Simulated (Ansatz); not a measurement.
## HgTe under a change: uniaxial strain ε_zz = +2.00 %

Consider HgTe in the zinc blende structure (space group F-43m, No. 216; a = 6.4350 Å). Axes: x, y, z lie along the cube axes.

The change: uniaxial strain ε_zz = +2.00 %, all other strain components held at zero, atoms relaxed at fixed cell.

Calculations: Ansatz (a first-principles code) LDA, no spin-orbit coupling. k-mesh 9×9×9 (Γ-centred); smearing 0.05 eV (Fermi–Dirac).

```tsv
quantity	base	changed	shift
volume per atom	33.31 Å³	33.97 Å³	+0.666 Å³
space group	F-43m (No. 216)	I-4m2 (No. 119)	–
shortest interatomic distance	2.786 Å	2.805 Å	+0.019 Å
energy relative to the base (free energy F)	0 meV/atom	+2.4 meV/atom	+2.4 meV/atom
pressure (mean of the normal stresses, compression positive)	0.0 GPa	-0.9 GPa	-0.9 GPa
band gap	zero	zero	–
stress (xx, yy, zz, yz, xz, xy; compression positive) (rough)	–	(-0.8, -0.8, -1.1, 0.0, 0.0, 0.0) GPa	–
```

Final structure:

```
CELL_PARAMETERS angstrom
      0.00000     3.21750     3.28185
      3.21750     0.00000     3.28185
      3.21750     3.21750     0.00000
ATOMIC_POSITIONS crystal
  Hg 0.00000 0.00000 0.00000
  Te 0.25000 0.25000 0.25000
```

Without a gap, meshes like the base's 9×9×9 leave anisotropic stresses uncertain by several tenths of a GPa, and small strain energies with them. With Hg and Te present, leaving out spin-orbit coupling can change the band edges. No phonon test of stability was made. All final runs are without spin polarisation. The zero or small gap of HgTe can change with the level of theory.
